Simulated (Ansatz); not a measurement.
Input and output of a self-consistent single point for WC (P3m1, 2 atoms in the cell) (Ansatz, a quantum-chemistry and plane-wave program).

Level of theory: LDA (PW92), default PAW files made with PBE (plane waves; Ansatz).

The change in words: lattice scaled by 0.98; basis.ecutwfc: 30.9 Ry → 54 Ry. Reference geometry:
```
WC
1.0
    1.46227    -2.53274     0.00000
    1.46227     2.53274     0.00000
    0.00000     0.00000     2.85420
W C
1 1
Direct
  0.00000   0.00000   0.01752
  0.33333   0.66667   0.50000
```

Reference input (self-consistent single point, DFT, LDA (PW92), plane waves, default PAW files made with PBE): basis.ecutwfc = 30.9 Ry; kpoints.mp_grid.grid = 13 13 12; hamiltonian.xc = lda; hamiltonian.pseudopotentials = {kind: paw} (the program's default PAW files); scf.occupations.method = gaussian; scf.occupations.width = 0.0073 Ry. This run's input differs from it in these lines:

Ansatz 0.2 input:
```diff
@@ -3,5 +3,5 @@
   lattice:
-    - [1.46227500, -2.53273500, 0.00000000]
-    - [1.46227500, 2.53273500, 0.00000000]
-    - [0.00000000, 0.00000000, 2.85420000]
+    - [1.43303000, -2.48208000, 0.00000000]
+    - [1.43303000, 2.48208000, 0.00000000]
+    - [0.00000000, 0.00000000, 2.79711600]
   atoms:
@@ -10,3 +10,3 @@
 basis:
-  ecutwfc: 30.9 Ry
+  ecutwfc: 54.0 Ry
 kpoints:
```

Output (repeated stretches shortened):

```
SCF iter   1: F=—  HF=-10373.323915 eV  |F-HF|=—  |Δ(HF+E_count)|=         —  Δρ=1.20e-2  dr2=2.43e-2  ethr=1.77e-3  ⟨swp⟩=5.2  Hψ=13925  notcnv=0
all-band conjugate gradients solve this SCF's bands
preconditioner: auto → none
SCF iter   2: F=—  HF=-10373.320003 eV  |F-HF|=—  |Δ(HF+E_count)|=   3.91e-3  Δρ=5.50e-3  dr2=4.44e-3  ethr=1.35e-4  ⟨swp⟩=1.0  Hψ=4557  notcnv=0
SCF iter   3: F=—  HF=-10373.319305 eV  |F-HF|=—  |Δ(HF+E_count)|=   6.99e-4  Δρ=5.33e-4  dr2=2.30e-5  ethr=2.47e-5  ⟨swp⟩=2.5  Hψ=3823  notcnv=0
SCF iter   4: F=—  HF=-10373.319302 eV  |F-HF|=—  |Δ(HF+E_count)|=   2.49e-6  Δρ=9.32e-5  dr2=5.99e-7  ethr=1.28e-7  ⟨swp⟩=2.6  Hψ=4407  notcnv=0
iter 5 did not close the SCF: its close was put off for the readings that it lacked (scf_convergence_deferred on its scf_iter line)
SCF iter   5: F=-10373.319302 eV  HF=-10373.319302 eV  |F-HF|=1.90e-9  |Δ(HF+E_count)|=   8.93e-8  Δρ=1.24e-5  dr2=7.40e-9  ethr=3.33e-9  ⟨swp⟩=2.4  Hψ=4137  notcnv=0
SCF iter   6: F=-10373.319302 eV  HF=-10373.319302 eV  |F-HF|=1.62e-10  |Δ(HF+E_count)|=   2.68e-9  Δρ=1.42e-6  dr2=2.47e-10  ethr=4.11e-11  ⟨swp⟩=2.0  Hψ=9421  notcnv=0
SCF 1 converged in 6 iterations: F = -10373.319302 eV  dr2 = 2.47e-10
Free energy (F): -10373.319302 eV
Internal energy: -10373.318096 eV  (E = F + TS)
E sigma→0 (E₀):  -10373.318699 eV
Entropy (-TS):   -0.001206 eV (-0.603 meV/atom)
Fermi energy:    21.283422 eV
--- Forces (eV/Å), atoms counted from 1 ---
  atom   1  W     -0.00000000    -0.00000000    -0.79815972
  atom   2  C      0.00000000     0.00000000     0.79817473
--- Stress (GPa, compression-positive) ---
        8.136159       0.000000      -0.000000
        0.000000       8.136159      -0.000000
       -0.000000      -0.000000       8.468561
  P = ⅓ Tr σ = 8.2470 GPa (82.470 kbar)
  The stress holds the Pulay correction. Without it, at fixed plane waves, as pw.x and ABINIT print it: P = 8.2418 GPa
```

The run converged in 6 iterations. Against the reference run the free energy goes down by 20.5 meV/atom, the pressure goes from -16.23 to 8.25 GPa and the largest force goes from 0.606 to 0.798 eV/Å. The full log also holds: “iter 5 did not close the SCF: its close was put off for the readings that it lacked (scf_convergence_deferred on its scf_iter line)”.

The starting cell has typed, rounded lattice constants, without a prior relaxation at this level. Its lattice was rescaled by up to half a per cent. One atom was moved a little off its site on purpose. For this run, on top of that: lattice scaled by 0.98. Spin polarisation is off. Ansatz's pressure includes its estimate of the finite-basis (Pulay) stress.
